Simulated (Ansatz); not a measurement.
A self-consistent single point of LaMg14Ga (Amm2, 16 atoms in the cell) with Ansatz (an electronic-structure program).

Method: PBEsol, default PAW files made with PBE (plane waves; Ansatz).

```
LaMg14Ga
1.0
   10.35347     0.00000     0.00000
    0.00000     3.18336     5.76230
    0.00000    -3.18336     5.76230
La Mg Ga
1 14 1
Direct
  0.50000   0.17788   0.17788
  0.00000   0.16688   0.16688
  0.00000   0.67023   0.67023
  0.50000   0.18731   0.67239
  0.50000   0.67239   0.18731
  0.00000   0.16084   0.67250
  0.00000   0.67250   0.16084
  0.24215   0.33387   0.82683
  0.75785   0.82683   0.33387
  0.75785   0.33387   0.82683
  0.24215   0.82683   0.33387
  0.23702   0.33595   0.33595
  0.76298   0.33595   0.33595
  0.26889   0.82542   0.82542
  0.73111   0.82542   0.82542
  0.50000   0.64783   0.64783
```

Reference input (self-consistent single point, DFT, PBEsol, plane waves, default PAW files made with PBE): kpoints.mp_grid.grid = 2 3 3; hamiltonian.xc = pbesol; hamiltonian.pseudopotentials = {kind: paw} (the program's default PAW files); scf.occupations.method = fermi_dirac; scf.occupations.width = 0.1 eV. This run's input differs from it in these lines:

Ansatz 0.2 input:
```diff
@@ -24,3 +24,3 @@
 kpoints:
-  mp_grid: { grid: [2, 3, 3] }
+  mp_grid: { grid: [3, 4, 4] }
 hamiltonian:
```

Output (repeated stretches shortened):

```
SCF iter   1: F=—  HF=-36673.762261 eV  |F-HF|=—  |Δ(HF+E_count)|=         —  Δρ=2.36e-3  dr2=5.09e-2  ethr=1.77e-3  ⟨swp⟩=6.4  Hψ=4954  notcnv=0
all-band conjugate gradients solve this SCF's bands
preconditioner: auto → Kerker (q_TF=auto, 2.372 Å⁻¹)
SCF iter   2: F=—  HF=-36673.752718 eV  |F-HF|=—  |Δ(HF+E_count)|=   9.54e-3  Δρ=1.13e-3  dr2=1.63e-2  ethr=3.10e-5  ⟨swp⟩=2.0  Hψ=2132  notcnv=0
SCF iter   3: F=—  HF=-36673.750098 eV  |F-HF|=—  |Δ(HF+E_count)|=   2.62e-3  Δρ=3.54e-4  dr2=1.78e-3  ethr=9.93e-6  ⟨swp⟩=2.0  Hψ=1538  notcnv=0
SCF iter   4: F=—  HF=-36673.749811 eV  |F-HF|=—  |Δ(HF+E_count)|=   2.86e-4  Δρ=1.73e-4  dr2=9.03e-5  ethr=1.09e-6  ⟨swp⟩=2.0  Hψ=1710  notcnv=0
SCF iter   5: F=—  HF=-36673.749687 eV  |F-HF|=—  |Δ(HF+E_count)|=   1.25e-4  Δρ=5.14e-5  dr2=1.82e-5  ethr=5.51e-8  ⟨swp⟩=2.0  Hψ=1781  notcnv=0
SCF iter   6: F=—  HF=-36673.749684 eV  |F-HF|=—  |Δ(HF+E_count)|=   3.30e-6  Δρ=1.11e-5  dr2=1.06e-6  ethr=1.11e-8  ⟨swp⟩=2.0  Hψ=1706  notcnv=0
SCF iter   7: F=-36673.749683 eV  HF=-36673.749683 eV  |F-HF|=3.78e-8  |Δ(HF+E_count)|=   2.43e-7  Δρ=2.91e-6  dr2=6.64e-8  ethr=6.10e-11  ⟨swp⟩=6.1  Hψ=5983  notcnv=0
SCF 1 converged in 7 iterations: F = -36673.749683 eV  dr2 = 6.64e-8
Free energy (F): -36673.749683 eV
Internal energy: -36673.516052 eV  (E = F + TS)
E sigma→0 (E₀):  -36673.632868 eV
Entropy (-TS):   -0.233632 eV (-14.602 meV/atom)
Fermi energy:    6.138937 eV
--- Forces (eV/Å), atoms counted from 1 ---
  atom   1  La    -0.00000000     0.00000000     0.00528107
  atom   2  Mg    -0.00000000     0.00000000     0.00727870
  atom   3  Mg    -0.00000000     0.00000000     0.01130319
  atom   4  Mg     0.00000000    -0.01177783     0.03059049
  atom   5  Mg    -0.00000000     0.01177783     0.03059049
  atom   6  Mg    -0.00000000    -0.01624531     0.00506380
  atom   7  Mg    -0.00000000     0.01624531     0.00506380
  atom   8  Mg     0.06284576    -0.05098638     0.01249465
   [... lines left out ...]
  atom  16  Ga     0.00000000    -0.00000000     0.07817857
--- Stress (GPa, compression-positive) ---
       -0.958566       0.000000       0.000000
        0.000000      -0.706204      -0.000000
        0.000000      -0.000000      -0.727768
  P = ⅓ Tr σ = -0.7975 GPa (-7.975 kbar)
  The stress holds the Pulay correction. Without it, at fixed plane waves, as pw.x and ABINIT print it: P = -0.8016 GPa
```

The run converged in 7 iterations. Against the reference run the free energy falls by 28.4 meV/atom, the pressure goes from -0.67 to -0.80 GPa and the largest force goes from 0.106 to 0.082 eV/Å.

The starting cell comes from a database of computed structures (which also holds hypothetical and non-ambient phases and stackings), without a prior relaxation at this level. Ansatz's pressure includes its estimate of the finite-basis (Pulay) stress.
